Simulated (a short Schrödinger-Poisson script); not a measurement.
Structure: gated Al0.33Ga0.67As/GaAs modulation-doped gas, at 300 K.

```
layer        material  thickness (nm)  Nd (cm⁻³)  Na (cm⁻³)
-----  --------------  --------------  ---------  ---------
1      Al0.33Ga0.67As              20          -          -
2      Al0.33Ga0.67As              10     1.2e18          -
3      Al0.33Ga0.67As              40          -          -
4                GaAs            6000          -       5e15
```

Constants are typed, rounded textbook-type inputs, not results; the design itself was drawn at random and stands for no fabricated device. Al0.33Ga0.67As: permittivity 11.96, conduction-band edge (eV) 0.261, gap (eV) 1.836, electron mass (mₑ) 0.0944, Nv at 300 K (cm⁻³) 9e18. GaAs: permittivity 12.9, conduction-band edge (eV) 0, gap (eV) 1.424, Nv at 300 K (cm⁻³) 9e18.

Channel valleys (confinement mass, in-plane density-of-states mass, number): Γ 0.067, 0.067, 1. At the gate the conduction-band edge of layer 1 lies 1.01 eV − eVg above the Fermi level of the channel; the field vanishes at the back. The barrier under the gate holds no holes. Gaps are held at their typed values at every temperature. Mesh 0.08 nm at interfaces.

Solved with a short Schrödinger-Poisson script written for these runs: 1D Poisson equation in equilibrium, electrons quantum, Hartree plus LDA exchange-correlation (BenDaniel-Duke, 40 states a valley, the channel's in-plane mass for all, wave functions free to enter the barrier), parabolic valleys, classical holes, full ionisation, no traps, pinning or gate leakage.

The same stack at other levels of the model or other numerical settings:

```tsv
run	sheet density of all electrons at Vg = 0.5 V (cm⁻²)	rough cost against the base
base	5.46e9	about 1
electrons treated as classical, Boltzmann	6.91e9	0.02
electrons treated as classical, Fermi-Dirac	6.90e9	0.1
electrons treated as quantum, Hartree	[?]	about 1
mesh six times as coarse	5.47e9	0.2
one subband a valley	[?]	0.2
```

Problem. What belongs in the gaps?

Solution. 
- electrons treated as quantum, Hartree, sheet density of all electrons at Vg = 0.5 V (cm⁻²): 5.15e9
- one subband a valley, sheet density of all electrons at Vg = 0.5 V (cm⁻²): 3.74e9

The classical rows ignore confinement, and Boltzmann statistics overrate the density once the band edge passes the Fermi level.
